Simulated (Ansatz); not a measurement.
## Cu2O with two functionals

Consider Cu₂O (space group Pn-3m, No. 224; a = 4.298 Å).

(Cell as relaxed with PBE.)

Levels (all Ansatz, a program for electronic structure, PAW): PBE (420 eV, no spin-orbit coupling); PBEsol (420 eV, no spin-orbit coupling).

Each level relaxes its own structure.

```json
[
 {"quantity": "volume per atom", "PBE": "13.24 Å³", "PBEsol": "12.55 Å³"},
 {"quantity": "lattice parameter a", "PBE": "4.298 Å", "PBEsol": "4.222 Å"},
 {"quantity": "band gap", "PBE": "0.48 eV", "PBEsol": "0.56 eV"},
 {"quantity": "gap character", "PBE": "direct at Γ", "PBEsol": "direct at Γ"},
 {"quantity": "electron mass", "PBE": "0.93 mₑ", "PBEsol": "0.95 mₑ"}
]
```

PBE's volume per atom lies 0.69 Å³ above PBEsol's (5.5 %); PBE's lattice parameter a lies 0.076 Å above PBEsol's (1.8 %); PBE's band gap lies 0.085 eV below PBEsol's; the two agree on the gap character. Neither level is exact; PBEsol is the comparison here, not a measurement.

Effective masses come from finite differences of ±0.01 Å⁻¹. Stability against distortions was not tested. No Hubbard U is applied. All final runs are without spin polarisation.
